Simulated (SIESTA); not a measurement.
Input and output of a self-consistent single point for SrGe2Ru2 (I4/mmm, 5 atoms in the cell) (SIESTA).

Method: LDA PW92, numerical atomic orbitals TZP, PseudoDojo LDA standard norm-conserving potentials (rewritten from UPF to PSML) in SIESTA.

The change in words: lattice scaled by 0.98. Reference geometry:
```
Sr(GeRu)2
1.0
   -2.15241     2.15241     5.14697
    2.15241    -2.15241     5.14697
    2.15241     2.15241    -5.14697
Sr Ge Ru
1 2 2
Direct
  0.00000   0.00000   0.00000
  0.64218   0.64218   0.00000
  0.35782   0.35782   0.00000
  0.75000   0.25000   0.50000
  0.25000   0.75000   0.50000
```

Reference input (self-consistent single point, DFT, LDA PW92, numerical atomic orbitals TZP, PseudoDojo LDA standard norm-conserving potentials (rewritten from UPF to PSML)): XC.functional = LDA; XC.authors = PW92; potentials = PseudoDojo LDA standard; PAO.BasisSize = TZP; PAO.EnergyShift = 0.01 Ry; MeshCutoff = 350 Ry; kgrid.MonkhorstPack = 6 6 6; OccupationFunction = MP; OccupationMPOrder = 0; ElectronicTemperature = 0.05 eV; MaxSCFIterations = 150; SCF.Mixer.Method = Pulay. This run's input differs from it in these lines:

```diff
@@ -13,5 +13,5 @@
 %block LatticeVectors
-    -2.152413000    2.152413000    5.146973000
-     2.152413000   -2.152413000    5.146973000
-     2.152413000    2.152413000   -5.146973000
+    -2.109365000    2.109365000    5.044034000
+     2.109365000   -2.109365000    5.044034000
+     2.109365000    2.109365000   -5.044034000
 %endblock LatticeVectors
```

Output, abridged:

```
        iscf     Eharris(eV)        E_KS(eV)     FreeEng(eV)     dDmax    Ef(eV) dHmax(eV)
   scf:    1   -11214.537712   -11273.296501   -11273.303848  2.626227 -3.040797 16.793778
   scf:    2   -11294.030656   -11285.461087   -11285.463476  0.270972 -3.939475  8.356577
   scf:    3   -11290.261800   -11289.125276   -11289.126195  0.172159 -4.453295  2.031285
   scf:    4   -11289.787091   -11289.513237   -11289.514042  0.091437 -4.583949  0.859440
   scf:    5   -11289.551986   -11289.538807   -11289.539740  0.034534 -4.585343  0.373983
   [... 5 lines left out ...]
   scf:   11   -11289.547408   -11289.547408   -11289.548372  0.000019 -4.583200  0.000438
   scf:   12   -11289.547408   -11289.547408   -11289.548372  0.000015 -4.583223  0.000192
   scf:   13   -11289.547408   -11289.547408   -11289.548372  0.000014 -4.583249  0.000098
   scf:   14   -11289.547408   -11289.547408   -11289.548372  0.000004 -4.583241  0.000002
SCF Convergence by DM+H criterion
max |DM_out - DM_in|         :     0.0000043752
max |H_out - H_in|      (eV) :     0.0000015770
SCF cycle converged after 14 iterations

Using DM_out to compute the final energy and forces

siesta: E_KS(eV) =           -11289.5474

siesta: E_KS - E_eggbox =    -11289.5474

siesta: Atomic forces (eV/Ang):
     1    0.000000    0.000000   -0.000000
     2   -0.000237   -0.000237   -0.882029
     3    0.000237    0.000237    0.882029
     4    0.002328   -0.002328   -0.000000
     5   -0.002328    0.002328    0.000000
   Tot   -0.000000    0.000000   -0.000000
   Max    0.882029
   Res    0.322074    sqrt( Sum f_i^2 / 3N )
   Max    0.882029    constrained

Stress tensor Voigt[x,y,z,yz,xz,xy] (kbar):     -104.72     -104.72      -73.94       -0.07       -0.07       -0.17
   [... lines left out ...]
siesta: FreeEng =    -11289.548372
   [... lines left out ...]
siesta:    -0.065363   -0.000108   -0.000043
siesta:    -0.000108   -0.065363   -0.000043
siesta:    -0.000043   -0.000043   -0.046152

siesta: Cell volume =         89.772117 Ang**3

siesta: Pressure (static):
siesta:                Solid            Molecule  Units
siesta:           0.00064215          0.00074487  Ry/Bohr**3
siesta:           0.05895949          0.06839096  eV/Ang**3
siesta:          94.46352207        109.57440074  kBar
```

The run converged in 14 iterations. Against the reference run the free energy goes up by 31.2 meV/atom, the pressure goes from -0.03 to 9.45 GPa and the largest force goes from 0.133 to 0.882 eV/Å.

The starting cell comes from a database of computed structures (which also holds hypothetical and non-ambient phases and stackings), without a prior relaxation at this level. Its lattice was rescaled by a random factor within 2.5 % of one. For this run, on top of that: lattice scaled by 0.98. Spin polarisation is off. Values carry the incompleteness of an atom-centred basis. With a pressure of about 9 GPa the cell is away from its equilibrium volume at this level.

Cost on one core of a shared machine: roughly 70 s.
